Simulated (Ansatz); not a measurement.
CsCl-type AuZn (cubic form, which distorts at low temperature), treated with revPBE (Ansatz, an electronic-structure program, PAW).

Total energies, extrapolated to zero smearing (they compare only within this program, potentials and cutoff):

```csv
system,energy (eV/atom)
"CsCl-type AuZn (cubic form, which distorts at low temperature), relaxed",-8241.3586
hcp Zn,-3322.8890
fcc Au,-13159.4063
```

Question: Work out the formation enthalpy per atom.

Answer: ΔH_f ≈ ΔE = -8241.3586 − [1 × (-3322.8890) + 1 × (-13159.4063)]/2 = -0.211 eV/atom (0 K, no vibrations). The reference value is -0.235 ± 0.04 eV/atom (measured, temperature not stated, no zero-point or thermal correction; as tabulated in Nepal et al. (2020), arXiv:2007.11150), a difference of +0.024 eV/atom.

Spin–orbit coupling is left out; its size isn't shown.

The PAW data were made under PBE.

Note: symmetry holds this phase in the static calculation, where it need not be a minimum.
